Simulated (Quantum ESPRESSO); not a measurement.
Input and output of a self-consistent single point for CdF₂ (Fm-3m, 3 atoms in the cell) (Quantum ESPRESSO).

Method: PBE, PseudoDojo standard norm-conserving (PBE) pseudopotentials (plane waves; Quantum ESPRESSO 7.5).

```
CELL_PARAMETERS angstrom
     -2.69188     0.00000     2.69188
      0.00000     2.69188     2.69188
     -2.69188     2.69188     0.00000
ATOMIC_POSITIONS crystal
  Cd 0.00000 0.00000 0.00000
  F  0.25000 0.25000 0.25000
  F  0.75000 0.75000 0.75000
```

Reference input (self-consistent single point, DFT, PBE, plane waves, PseudoDojo standard norm-conserving (PBE) pseudopotentials): ecutwfc = 105 Ry; occupations = fixed; potentials = {Cd: Cd.upf, F: F.upf}; K_POINTS = automatic 7 7 7 0 0 0; nbnd = 25; conv_thr = 1e-10 Ry; mixing_beta = 0.4. This run's input differs from it in these lines:

```diff
@@ -29,3 +29,3 @@
 K_POINTS {automatic}
-7 7 7  0 0 0
+6 6 6  0 0 0
```

Log, with long lists cut:

```
     Self-consistent Calculation

     iteration #  1     ecut=   105.00 Ry     beta= 0.40

     total energy              =    -449.34213641 Ry
     estimated scf accuracy    <       0.38536911 Ry

     iteration #  2     ecut=   105.00 Ry     beta= 0.40

     total energy              =    -449.42605858 Ry
     estimated scf accuracy    <       0.01993681 Ry

     iteration #  3     ecut=   105.00 Ry     beta= 0.40

     total energy              =    -449.42604436 Ry
     estimated scf accuracy    <       0.00560155 Ry

   [... 6 blocks of this kind left out ...]

     iteration # 10     ecut=   105.00 Ry     beta= 0.40

     total energy              =    -449.42644568 Ry
     estimated scf accuracy    <          1.2E-10 Ry

     iteration # 11     ecut=   105.00 Ry     beta= 0.40
     End of self-consistent calculation

     highest occupied, lowest unoccupied level (ev):     6.5460    9.6982

!    total energy              =    -449.42644568 Ry
     estimated scf accuracy    <          1.9E-11 Ry

     convergence has been achieved in  11 iterations

     Forces acting on atoms (cartesian axes, Ry/au):

     atom    1 type  1   force =     0.00000000    0.00000000    0.00000000
   [... zero for the other atoms too ...]

     Total force =     0.000000     Total SCF correction =     0.000000

          total   stress  (Ry/bohr**3)                   (kbar)     P=       55.29
   0.00037582  -0.00000000   0.00000000           55.29       -0.00        0.00
  -0.00000000   0.00037582   0.00000000           -0.00       55.29        0.00
  -0.00000000  -0.00000000   0.00037582           -0.00       -0.00       55.29

   JOB DONE.
```

The run converged in 11 iterations. Against the reference run the free energy hardly moves (within 1 meV/atom), the pressure stays at 5.53 GPa and the gap on the mesh goes from 3.191 to 3.152 eV.

The starting cell comes from a database of computed structures (which also holds hypothetical and non-ambient phases and stackings), without a prior relaxation at this level. Its lattice was rescaled by a random factor within 2.5 % of one. With a pressure of about 6 GPa the cell is away from its equilibrium volume at this level.

Cost on one core of a shared machine: roughly 40 s.
